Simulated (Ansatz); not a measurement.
Levels about the gap of amorphous Si$_{30}$N$_{41}$Lu (72 atoms in a cell of 827 Å³, 3.20 g/cm³; zone centre alone, so wide bands show as single levels with stretches between that a denser mesh fills), at the geometry that PBE relaxed, where it gives 0.0 GPa on a denser mesh. The participation number counts the atoms over which a state spreads; weights are charges in smoothed Voronoi cells. The levels come from a single point, so bond lengths are those of that geometry. Method of the levels: PBE, scalar-relativistic without spin-orbit coupling (Ansatz, a quantum-chemistry and plane-wave program). Sampling: the zone centre alone; Fermi-Dirac width 0.02 eV; no spin polarisation. At PBE the levels at the filled edge of the gap are localised (band-tail or defect states), and the nearest spread-out levels lie 3.1 eV apart at the zone centre.

It comes from a melt-quench run on a machine-learned potential (CHGNet), relaxed afterwards by DFT. N atoms were pushed apart under 1.9 Å during the dynamics, to hinder bonds among them. The hot cell started wider than the set density and was brought back towards it in steps. It is the lowest in DFT energy of 2 quenches. It is a model cell: composition and starting density were chosen by hand, and all elements were melted together. No dispersion term was used. Its density started from a set value of 3.24 and ended at 3.20 g/cm³. Cooling (nominally 300 K/ps over its main leg) ran many orders faster than in experiment, which tends to leave more defects and strain. A cell of this size samples the disorder only roughly. Volume and shape were free in the relaxation.

```tsv
E - E(highest filled), eV	filling	participation number	largest on	weight N	weight Si	weight Lu
-0.83	filled	22.4	N, 3 neighbours	0.90	0.10	0.01
-0.72	filled	15.7	N, 3 neighbours	0.89	0.11	0.00
-0.71	filled	20.9	N, 3 neighbours	0.90	0.10	0.00
-0.51	filled	9.6	N, 3 neighbours	0.89	0.11	0.00
-0.29	filled	5.3	N, 2 neighbours	0.89	0.11	0.00
-0.27	filled	7.8	N, 3 neighbours	0.91	0.09	0.00
0.00	filled	3.3	N, 2 neighbours	0.88	0.12	0.00
2.44	empty	51.1	Si, 4 neighbours	0.51	0.47	0.02
2.97	empty	31.4	Si, 4 neighbours	0.43	0.55	0.02
3.15	empty	30.0	Si, 4 neighbours	0.43	0.55	0.02
3.38	empty	22.9	Si, 4 neighbours	0.44	0.52	0.05
3.60	empty	14.9	Lu, 5 neighbours	0.42	0.36	0.23
3.73	empty	22.3	Lu, 5 neighbours	0.42	0.43	0.15
3.79	empty	25.1	Si, 4 neighbours	0.49	0.49	0.02
```

Most localised among these is the filled level at +0.00 eV, on a N atom, which has 2 neighbours (Si 1.65 Å, Si 1.65 Å).
